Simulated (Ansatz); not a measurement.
The parent structure is Ga2O3 in the corundum structure (space group R-3c, No. 167; a = 4.9846 Å, c = 13.4416 Å (hexagonal axes)).

Level of theory: plane-wave PAW DFT at the r2SCAN level (Ansatz, a quantum-chemistry and plane-wave program, 500 eV), no SOC.

Before the change:

| Item | Value |
|---|---|
| Band gap | 3.55 eV |
| Lattice parameter a | 4.985 Å |

One thing is altered: a negative pressure, −2 GPa.

How does this affect the band gap?

The band gap drops by 0.096 eV (3.55 eV → 3.46 eV).

Predict the new lattice parameter a.

The lattice parameter a goes up by 0.013 Å to 4.998 Å.

Load acts through the strain it causes; cell and atoms are relaxed under it. Semilocal Kohn–Sham gaps tend to fall short of experiment. Whether these cells are dynamically stable was not tested.
